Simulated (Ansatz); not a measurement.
The starting structures come from a database of crystals and need not be the phases stable at ambient conditions.

Given:

```
CELL_PARAMETERS angstrom
      7.69363     0.00000     0.00000
     -3.84682     6.66288     0.00000
      3.84681     2.22096     3.17830
ATOMIC_POSITIONS crystal
  Cs 0.00320 0.00160 0.99520
  Ge 0.96894 0.48447 0.54659
  Cl 0.00659 0.50330 0.94205
  Cl 0.55466 0.50330 0.94205
  Cl 0.55466 0.05136 0.94205
```

Space group of this cell: R3m. The cell is taken as given.

Transport runs along the normal of the first two printed cell vectors, the (001) plane of the conventional cell.

No gap correction and no spin-orbit coupling; mid-gap values are interpolated between computed energies.

Q: Give the band gap and the smallest decay constant κ at mid-gap that r2SCAN in Ansatz (a program for electronic structure) yields.

A: Gap 2.41 eV on a 10×10×10 mesh; κ = 0.211 1/Å, at the zone centre.
